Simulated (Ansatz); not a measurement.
Reference: BAs (F-43m), PBEsol with spin-orbit coupling, rigid bands (plane waves, PAW; Ansatz, a first-principles code); geometry: cell and atoms relaxed with PBEsol.

```yaml
crystal:
  lattice:
    - [0.00000, 2.38397, 2.38397]
    - [2.38397, 0.00000, 2.38397]
    - [2.38397, 2.38397, 0.00000]
  atoms:
    - { symbol: B, position: [0.25000, 0.25000, 0.25000] }
    - { symbol: As, position: [0.00000, 0.00000, 0.00000] }
```

| Item | Result |
|---|---|
| band gap | 1.01 eV |
| hole conductivity mass | 0.34 mₑ |
| Seebeck coefficient, p-type 1e19 cm⁻³ | 246 μV/K |

Q: Replace B by Al on the same sites and relax. What happens?

A: AlAs (F-43m): volume per atom 13.5 to 22.8 Å³; band gap rises (1.01 eV to 1.25 eV); hole conductivity mass rises (0.34 mₑ to 0.59 mₑ); Seebeck coefficient, p-type 1e19 cm⁻³ rises (246 μV/K to 303 μV/K).

Q: Replace B by Ga on the same sites and relax. What happens?

A: GaAs (F-43m): volume per atom 13.5 to 22.6 Å³; band gap falls (1.01 eV to 0.32 eV); hole conductivity mass rises (0.34 mₑ to 0.41 mₑ); Seebeck coefficient, p-type 1e19 cm⁻³ stays about the same (246 μV/K to 241 μV/K).

Q: Replace As by P on the same sites and relax. What happens?

A: BP (F-43m): volume per atom 13.5 to 11.5 Å³; band gap rises (1.01 eV to 1.10 eV); hole conductivity mass rises (0.34 mₑ to 0.42 mₑ); Seebeck coefficient, p-type 1e19 cm⁻³ rises (246 μV/K to 326 μV/K).

Moves up to 5 % count as about the same. Masses are for dilute carriers at 300 K, harmonic means over directions unless an axis is named. Seebeck coefficients are for the stated density at 300 K, with one relaxation time for all states and whether or not that doping can be reached.
